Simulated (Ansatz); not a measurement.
**Ansatz (a quantum-chemistry and plane-wave program) run on V₃Sn (Pmm2, 8 atoms in the cell): self-consistent single point**

Method: PBEsol, default PAW files made with PBE (plane waves; Ansatz).

This input was run:

Ansatz 0.2 input:
```yaml
# V3Sn
crystal:
  lattice:
    - [4.963283, 0.000000, 0.000000]
    - [0.000000, 4.963283, 0.000000]
    - [0.000000, 0.000000, 4.963283]
  atoms:
    - { symbol: V, position: [0.500000, 0.250000, 0.000000] }
    - { symbol: V, position: [0.500000, 0.750000, 0.000000] }
    - { symbol: V, position: [0.260074, 0.000000, 0.500000] }
    - { symbol: V, position: [0.750000, 0.000000, 0.500000] }
    - { symbol: V, position: [0.000000, 0.500000, 0.250000] }
    - { symbol: V, position: [0.000000, 0.500000, 0.750000] }
    - { symbol: Sn, position: [0.500000, 0.500000, 0.500000] }
    - { symbol: Sn, position: [0.000000, 0.000000, 0.000000] }
basis:
  ecutwfc: 420.0 eV
kpoints:
  mp_grid:
    grid: [5, 5, 5]
hamiltonian:
  xc: pbesol
  pseudopotentials:
    kind: paw
scf:
  occupations:
    method: gaussian
    width: 0.1 eV
output:
  forces: true
  eigenvalues: true
  stress: true
```

Output (repeated stretches shortened):

```
WARN ansatz: RAYON_NUM_THREADS=1 ignored (pool sized by the plan → 1); use --threads N
Pseudopotentials: kind: paw
Pseudopotential: V, paw, valence charge 13
Pseudopotential: Sn, paw, valence charge 14
Crystal: 8 atoms, lattice volume = 122.266 Å³
Basis set: ecut = 420 eV, 2373 PW (Γ), exchange–correlation on 72×72×72 points (8 copies of the dense FFT grid, shifted against one another)
Bands: 64, of which v1, the nominal top of the filled ones, is band 53 counted from 1 (52 counted from 0)
Symmetry: 4 space group operations
Space group: Pmm2 (ITA 25), of the structure as read, at distance tolerance 5.0e-5 Å
k-points: 27 of 125 (time reversal used)
PAW frozen core: V, regenerated for the run's functional, and the local potential with it
PAW frozen core: Sn, regenerated for the run's functional, and the local potential with it
Initial density: superposition of atomic densities (neutral atoms: chi_scale 0, normalization atom), corrected by the library's trained network
Initial wavefunctions: pseudopotential atomic-orbital guess
Eigensolver: davidson
Functional: x = pbesol(κ = 0.804, μ = 0.12345679012345678), c = pbesol(β = 0.046)
SCF iter   1: F=—  HF=-29212.080551 eV  |F-HF|=—  |Δ(HF+E_count)|=         —  Δρ=1.03e-2  dr2=1.10e-1  ethr=1.77e-3  ⟨swp⟩=5.9  Hψ=6017  notcnv=0
all-band conjugate gradients solve this SCF's bands
preconditioner: auto → Kerker (q_TF=auto, 2.664 Å⁻¹)
SCF iter   2: F=—  HF=-29212.055281 eV  |F-HF|=—  |Δ(HF+E_count)|=   2.53e-2  Δρ=3.05e-3  dr2=1.07e-2  ethr=1.04e-4  ⟨swp⟩=2.0  Hψ=2524  notcnv=0  defer=129
SCF iter   3: F=—  HF=-29212.052641 eV  |F-HF|=—  |Δ(HF+E_count)|=   2.64e-3  Δρ=6.52e-4  dr2=3.70e-4  ethr=1.01e-5  ⟨swp⟩=2.0  Hψ=2065  notcnv=0  defer=129
SCF iter   4: F=—  HF=-29212.052586 eV  |F-HF|=—  |Δ(HF+E_count)|=   5.55e-5  Δρ=1.50e-4  dr2=1.77e-5  ethr=3.49e-7  ⟨swp⟩=3.0  Hψ=2920  notcnv=0  defer=129
SCF iter   5: F=—  HF=-29212.052494 eV  |F-HF|=—  |Δ(HF+E_count)|=   9.14e-5  Δρ=7.21e-5  dr2=5.18e-6  ethr=1.67e-8  ⟨swp⟩=2.0  Hψ=2655  notcnv=0  defer=129
SCF iter   6: F=—  HF=-29212.052493 eV  |F-HF|=—  |Δ(HF+E_count)|=   1.48e-6  Δρ=1.19e-5  dr2=2.05e-7  ethr=4.88e-9  ⟨swp⟩=2.8  Hψ=2871  notcnv=0  defer=129
SCF iter   7: F=-29212.052493 eV  HF=-29212.052493 eV  |F-HF|=2.58e-8  |Δ(HF+E_count)|=   5.49e-9  Δρ=5.04e-6  dr2=3.17e-8  ethr=9.43e-11  ⟨swp⟩=9.9  Hψ=6602  notcnv=0
SCF 1 converged in 7 iterations: F = -29212.052493 eV  dr2 = 3.17e-8
SCF converged after 7 iterations
Free energy (F): -29212.052493 eV
Harris-Foulkes:  -29212.052493 eV  (|F-HF|=2.58e-8)
Internal energy: -29211.970926 eV  (E = F + TS)
E sigma→0 (E₀):  -29212.011709 eV
Entropy (-TS):   -0.081567 eV (-10.196 meV/atom)
Fermi energy:    15.820206 eV
--- Per-component energies (eV) ---
  E_band       = -941.478950
  E_kinetic    = 2395.466190
  E_local      = -6770.131122  (includes V_loc(G=0)·N_el)
  E_nonlocal   = -320.975568
  E_hartree    = 3422.398194
  E_xc         = -1535.410147
  E_vxc        = -1183.758979  (∫ρ·V_xc dr)
  E_paw        = -14657.029156  (= ΣΔE_a)
  E_vpaw       = -1906.891756  (= ΣTr[D̂ρ^β])
  E_aug_tail   = 0.001502  (compensation charges beyond the density's cutoff)
  E_ewald      = -11747.758573
  E_core_change = 1.467754  (= ΣΔE_core)
  E_smearing   = -0.081567  (= −TS)
  E_closure    = -0.000000  (closes the sum)
  Σ components = -29212.052493   (vs F -29212.052493, Δ=0.00e0)
--- Forces (eV/Å), atoms counted from 1 ---
  atom   1  V      0.03587365     0.00463516     0.00000000
  atom   2  V      0.03587365    -0.00463516     0.00000000
  atom   3  V     -0.24051882     0.00000000     0.00000000
  atom   4  V     -0.01633744     0.00000000     0.00000000
  atom   5  V      0.03944177     0.00000000     0.00481840
  atom   6  V      0.03944177     0.00000000    -0.00481840
  atom   7  Sn     0.05491545     0.00000000     0.00000000
  atom   8  Sn     0.05132670     0.00000000     0.00000000
  max |Σ_I F_I| component: 1.67e-5 eV/Å
--- Stress (GPa, compression-positive) ---
       -6.241428       0.000000       0.000000
        0.000000      -5.491029       0.000000
        0.000000       0.000000      -6.982744
  P = ⅓ Tr σ = -6.2384 GPa (-62.384 kbar)
  The stress holds the Pulay correction. Without it, at fixed plane waves, as pw.x and ABINIT print it: P = -6.3125 GPa
--- Band table (eV; the first three rows and the last of 27) ---
  k-point 0: bands = ["-47.8206", "-47.7823", "-47.7796", "-47.6594", "-47.6551", "-47.6503", "-22.1668", "-22.1628", "-22.0914", "-21.8451", "-21.8434", "-21.8387", "-21.6725", "-21.6702", "-21.6663", "-21.6654", "-21.6640", "-21.6568", "-21.6172", [...]
  k-point 1: bands = ["-47.8147", "-47.7836", "-47.7714", "-47.6682", "-47.6594", "-47.6503", "-22.1637", "-22.1377", "-22.0421", "-21.8416", "-21.8366", "-21.8246", "-21.6923", "-21.6866", "-21.6751", "-21.6658", "-21.6423", "-21.6382", "-21.6224", [...]
  k-point 2: bands = ["-47.8034", "-47.7909", "-47.7421", "-47.7020", "-47.6594", "-47.6503", "-22.1555", "-22.1431", "-21.8394", "-21.8337", "-21.8336", "-21.7748", "-21.7193", "-21.7014", "-21.6948", "-21.6536", "-21.6413", "-21.6336", "-21.6311", [...]
  k-point 26: bands = ["-47.7537", "-47.7456", "-47.7448", "-47.7077", "-47.7032", "-47.6946", "-21.8718", "-21.8627", "-21.8549", "-21.8028", "-21.7998", "-21.7427", "-21.7397", "-21.6937", "-21.6803", "-21.6691", "-21.6677", "-21.6458", [...]
```

The run converged in 7 iterations.

The starting cell comes from a database of computed structures (which also holds hypothetical and non-ambient phases and stackings), without a prior relaxation at this level. Its lattice was rescaled by up to half a per cent. One atom was moved a little off its site on purpose. Spin polarisation is off. With a pressure of about -6 GPa the cell is away from its equilibrium volume at this level. Ansatz's pressure includes its estimate of the finite-basis (Pulay) stress.
